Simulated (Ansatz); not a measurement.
## Amorphous Mo16Si32

The cell was made by melting and quenching with the CHGNet potential and then relaxed with DFT. The hot cell started wider than the set density and was brought back towards it in steps. It is the lowest in DFT energy of 2 quenches. It is a model cell: composition and starting density were chosen by hand, and all elements were melted together. No dispersion term was used.

These are PBE, scalar-relativistic without spin-orbit coupling (plane waves to 420 eV, PAW; Ansatz, a first-principles code) values and carry that method's errors. Geometry, pressure, stress and energy are those of the PBE run. Its sampling: a 2×2×2 Γ-centred mesh; Fermi-Dirac width 0.1 eV; no spin polarisation.

| Item | Result |
|---|---|
| Number of atoms in the cell | 48 |
| Density (volume relaxed, without dispersion) | 5.70 g/cm³ |
| Volume per atom | 14.78 Å³ |
| Pressure on a 2×2×2 Γ-centred mesh | -0.03 GPa |
| Largest force and stress component on that mesh (the relaxation ran on one k-point at (1/4, 1/4, 1/4)) | 0.27 eV/Å and 3.3 GPa |
| Energy relative to tetragonal MoSi2 (lowest mix at this level among the phases computed, not always the ambient ones) | 0.416 eV/atom |
| Gap on a 2×2×2 Γ-centred mesh (PBE) | within the smearing (under twice its width) |

Neighbours within Mo-Mo 3.78 Å, Mo-Si 3.22 Å, Si-Si 2.74 Å count as bonded.

```json
{
 "Mean coordination of Mo": "12.94 (4 with 12, 10 with 13, 1 with 14, 1 with 15)",
 "Mean coordination of Si": "7.66 (7 with 6, 5 with 7, 15 with 8, 2 with 9, 3 with 10)",
 "Mean Mo-Si bond": "2.638 Å (spread 0.160 Å, 135 counted)",
 "Mean Si-Si bond": "2.549 Å (spread 0.092 Å, 55 counted)"
}
```

Its density started from a set value of 5.63 g/cm³. Cooling (nominally 240 K/ps over its main leg) ran many orders faster than in experiment, which tends to leave more defects and strain. Values belong to this one cell and scatter from quench to quench. The volume was free in the relaxation, at fixed shape. Stress components on the final sampling reach 3.3 GPa. On a 2×2×2 Γ-centred mesh force components of up to 0.27 eV/Å stay, since the relaxation ran on one k-point at (1/4, 1/4, 1/4).
